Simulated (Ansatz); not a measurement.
Take AlAs in the zinc blende structure (space group F-43m, No. 216; a = 5.728 Å) as the base.

Computed with PBE in Ansatz (plane waves to 420 eV, PAW, no spin-orbit coupling).

Base values:

| Item | Result |
|---|---|
| Lattice parameter a | 5.728 Å |
| Valley order | X along ⟨100⟩ 1.50 eV; Γ 1.78 eV; L along ⟨111⟩ 2.02 eV |
| Electron mass | 0.90 mₑ along k, 0.24 mₑ across (at X) |

One thing is altered: a negative pressure, −1 GPa.

Q: What happens to the lattice parameter a?

A: The lattice parameter a increases by 0.0293 Å (5.728 Å → 5.758 Å).

Q: What does the calculation give for the valley order after the change?

A: The valley order (the lowest conduction-band minima on the path, energy above the VBM, named in the base's zone) becomes X along ⟨100⟩ 1.53 eV; Γ 1.66 eV; L along ⟨111⟩ 1.96 eV (base: X along ⟨100⟩ 1.50 eV; Γ 1.78 eV; L along ⟨111⟩ 2.02 eV).

Q: What does the calculation give for the electron mass after the change?

A: The electron mass changes from 0.90 mₑ along k, 0.24 mₑ across (at X) to 0.92 mₑ along k, 0.25 mₑ across (at X).

The levels and masses belong to the bands next to the band gap. Load acts through the strain it causes; cell and atoms are relaxed under it. Masses are band curvatures over ±0.01 Å⁻¹ around the edge. Along k means along the line from Γ to the band edge. Stability against distortions was not tested.

Ansatz is a quantum-chemistry and plane-wave program.
